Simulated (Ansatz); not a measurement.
Base system: InAs in the zinc blende structure (space group F-43m, No. 216; a = 6.087 Å).

Modification: Ga takes the place of In on all its sites; the structure is relaxed again.

Levels (all Ansatz, a quantum-chemistry and plane-wave program, PAW, earlier PAW set): PBEsol (420 eV, spin-orbit coupling left out); HSE06 (420 eV, scalar-relativistic without spin-orbit coupling); PBEsol+SOC (420 eV, noncollinear with spin-orbit coupling).

One geometry, relaxed with PBEsol, under each level:

Notes on the quantities. hole mass: degenerate bands, along [100].

The valence-band top lists the three highest levels at Γ (Kramers pairs under SOC), from the VBM.

```tsv
level	band gap	lowest conduction level above the VBM at special points	valence-band top at Γ	hole mass	pressure
PBEsol	0.42 eV	Γ 0.42 eV; L 0.92 eV; X 1.36 eV	0.00, 0.00, 0.00 eV	–	0.00 GPa
HSE06	(withheld)	(withheld)	–	–	–
PBEsol+SOC	0.31 eV	Γ 0.31 eV; L 0.81 eV; X 1.25 eV; K 1.77 eV	0.00, 0.00, -0.34 eV	0.028, 0.32 mₑ (at Γ)	0.00 GPa
```

Give the withheld HSE06 results.


- HSE06, band gap: 1.40 eV
- HSE06, lowest conduction level above the VBM at special points: Γ 1.40 eV; L 1.75 eV; X 2.06 eV

Single points use the geometry relaxed with PBEsol. Differences between runs with and without spin-orbit coupling are approximate. Masses are band curvatures over ±0.01 Å⁻¹ around the edge. Stability against distortions was not tested. The runs without spin-orbit coupling are not spin-polarised. A zero or small gap of InAs can be the functional's error rather than a property of the material.
